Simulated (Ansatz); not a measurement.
**ZnAg in the CsCl type structure (space group Pm-3m, No. 221)**

```yaml
crystal:
  lattice:
    - [3.11751, 0.00000, 0.00000]
    - [0.00000, 3.11751, 0.00000]
    - [0.00000, 0.00000, 3.11751]
  atoms:
    - { symbol: Zn, position: [0.50000, 0.50000, 0.50000] }
    - { symbol: Ag, position: [0.00000, 0.00000, 0.00000] }
```

Computed with Ansatz (a quantum-chemistry and plane-wave program), PBEsol, PAW, cutoff 420 eV, scalar-relativistic without spin-orbit coupling. Settings: 15×15×15 k-points, 0.05 eV Fermi–Dirac smearing.

```json
{
  "volume_per_atom": "15.15 Å³",
  "density": "9.50 g/cm³",
  "band_gap": "zero",
  "total_energy": "-5401.643 eV/atom (σ→0; compares only within this code and set-up)"
}
```

Stability against distortions was not tested.
